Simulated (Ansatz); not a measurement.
**A computed series for TiAl3: response to strain**

Take TiAl3 (space group I4/mmm, No. 139; a = 3.8483 Å, c = 8.6128 Å; relaxed with 0.1 eV smearing) as the base.

Strains are applied to the cell and any free atomic positions relax.

Calculations: DFT with PBE, PAW potentials and a 420 eV plane-wave cutoff in Ansatz (a program for electronic structure), without spin-orbit coupling.

Notes on the quantities. energy relative to the base: free energy F.

```csv
isotropic strain (%),energy relative to the base (meV/atom)
0,0.0
0.98,4.4
1.1,5.5
3.5,?
4.74,91.8
5.74,130.6
```

**Question.** Fit ΔE = Aε² + Bε³ (ε in %) to the rows shown and predict the withheld row.

**Answer.** Least squares on the printed values gives A = 4.67 and B = -0.12 meV/atom (largest residual 0.0 meV/atom); this predicts 51.9 meV/atom, and the run gives 52.0 meV/atom, in agreement.

No phonon test of stability was made. The final runs are not spin-polarised.
